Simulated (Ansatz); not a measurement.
For GeRh (model structure, started from the NiAs type, P6₃/mmc, No. 194, 4 atoms in the cell), PBE (Ansatz, a quantum-chemistry and plane-wave program, plane waves, PAW) gives:

| Quantity | Value |
|---|---|
| lattice constant a | 3.659 Å |
| lattice parameter c | 5.588 Å |
| formation enthalpy | -0.468 eV/atom |

Q: What does PBE-D3(BJ) (PAW; Ansatz) give for the same quantities?

A: 
- lattice constant a: 3.617 Å (shrinks by 1.1 %)
- lattice parameter c: 5.550 Å (drops by 0.7 %)
- formation enthalpy: -0.491 eV/atom (moves by -0.023 eV/atom)

Changes are worked out from the printed values.

Unless a cell is named, each level is at its own relaxed cell (PBE 16.20, PBE-D3(BJ) 15.72 Å³/atom).

Ansatz's density-functional and Hartree–Fock values are scalar-relativistic unless marked +SOC, with PAW data made under PBE.

A model structure was made by putting elements into a prototype or built by hand; it is no filed structure, need not be a known phase, and can be a saddle point held by its symmetry.
